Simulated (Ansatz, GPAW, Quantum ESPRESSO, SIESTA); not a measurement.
# One structure in several programs: SrMg6B (Amm2, 8 atoms in the cell)

Self-consistent single point.

```xyz
8
Lattice="4.6655 0.0000 0.0000 0.0000 2.9404 7.0153 0.0000 -2.9404 7.0153" Properties=species:S:1:pos:R:3 pbc="T T T"
Sr     2.3328     0.0000     2.8203
Mg     2.3328     1.4912     6.2461
Mg     2.3328    -1.4912     6.2461
Mg     0.0000     1.3673     8.1504
Mg     0.0000    -1.3673     8.1504
Mg     0.0000     0.0000     5.1597
Mg     0.0000     0.0000    11.1769
B      2.3328     0.0000     8.1725
```

Shared settings, as Ansatz (a quantum-chemistry and plane-wave program) writes them: kpoints.mp_grid.grid = 4 4 4; scf.occupations.method = fermi_dirac; scf.occupations.width = 0.01 Ry. Potentials and cutoffs stand in the table.

| code | model | pressure (GPa) | largest force (eV/Å) | cutoff |
|---|---|---|---|---|
| Quantum ESPRESSO | PBEsol, GBRV 1.5 ultrasoft (PBESOL) pseudopotentials | -0.86 | 0.087 | 40 Ry |
| Ansatz | PBEsol, PAW files made with PBE | -0.87 | 0.086 | default |
| GPAW | PBEsol, GPAW PAW datasets PBEsol (made by gpaw-setup) | – | 0.090 | 900 eV |
| SIESTA | GGA PBEsol, numerical atomic orbitals DZP, PseudoDojo PBEsol standard norm-conserving potentials (rewritten from UPF to PSML) | 1.49 | 0.295 | grid 300 Ry |

Size of the force on each atom (eV/Å): Sizes of forces hide their directions.

```json
[
 {"code": "Quantum ESPRESSO", "Sr1": "0.028", "Mg2": "0.087", "Mg3": "0.087", "Mg4": "0.060", "Mg5": "0.060", "Mg6": "0.022", "Mg7": "0.032", "B8": "0.072"},
 {"code": "Ansatz", "Sr1": "0.028", "Mg2": "0.086", "Mg3": "0.086", "Mg4": "0.058", "Mg5": "0.058", "Mg6": "0.021", "Mg7": "0.032", "B8": "0.071"},
 {"code": "GPAW", "Sr1": "0.024", "Mg2": "0.090", "Mg3": "0.090", "Mg4": "0.055", "Mg5": "0.055", "Mg6": "0.012", "Mg7": "0.037", "B8": "0.072"},
 {"code": "SIESTA", "Sr1": "0.088", "Mg2": "0.295", "Mg3": "0.295", "Mg4": "0.258", "Mg5": "0.258", "Mg6": "0.268", "Mg7": "0.075", "B8": "0.286"}
]
```

A dash marks a value that a program does not give, or that is left out as unsure.

The spread over the programs that give each value: pressure within 2.36 GPa; largest force within 0.209 eV/Å.

SIESTA uses small atom-centred bases, whose incompleteness enters pressures, forces and empty levels differently from a plane-wave cutoff. Ansatz's pressure is given at a fixed set of plane waves, as the other plane-wave codes print theirs. The pressure of GPAW is left out: its cutoff lies under the one at which its stress was checked. In the pressure, SIESTA (by 2.36) lies more than 1 GPa from the median of the plane-wave programs. In the force vectors, SIESTA (by 0.289) lies more than 0.08 eV/Å from the median of the plane-wave programs.

On the base mesh (4 3 3) the same programs gave: Ansatz pressure -0.83 GPa; Quantum ESPRESSO pressure -0.82 GPa; SIESTA pressure 1.57 GPa.

The starting cell comes from a database of computed structures (which also holds hypothetical and non-ambient phases and stackings), without a prior relaxation at this level.

Left out of this page: CP2K (unsound by tests on forces, stress, charge or solver warnings).

Keys are those of Ansatz 0.2.
